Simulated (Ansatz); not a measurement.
## MoSe2: pressure series

Take MoSe2 in the 2H-MoS2 type structure (space group P6_3/mmc, No. 194; a = 3.277 Å, c = 12.732 Å; layered, stacked along the Cartesian z axis) as the base.

Cell and atoms are relaxed at each pressure.

All numbers come from PBE-D3(BJ) in Ansatz (plane waves to 420 eV, PAW, scalar-relativistic without spin-orbit coupling).

Candidates:
(a) pressure 4.5 GPa
(b) pressure 15 GPa
(c) pressure 22.5 GPa

For the base:

| Quantity | Result |
|---|---|
| Band gap | 0.74 eV |

**Question.** Order them by band gap, lowest first.

**Answer.** (c) pressure 22.5 GPa (zero), (b) pressure 15 GPa (0.16 eV), (a) pressure 4.5 GPa (0.50 eV)

A case with no gap was solved on a k-mesh chosen for an insulator, which is coarse for it. Load acts through the strain it causes; cell and atoms are relaxed under it. Stability against distortions was not tested. No other phases were tried under pressure. All final runs are without spin polarisation. The zero or small gap of MoSe2 under pressure 15 GPa and MoSe2 under pressure 22.5 GPa can change with the level of theory.

Ansatz is a first-principles code.
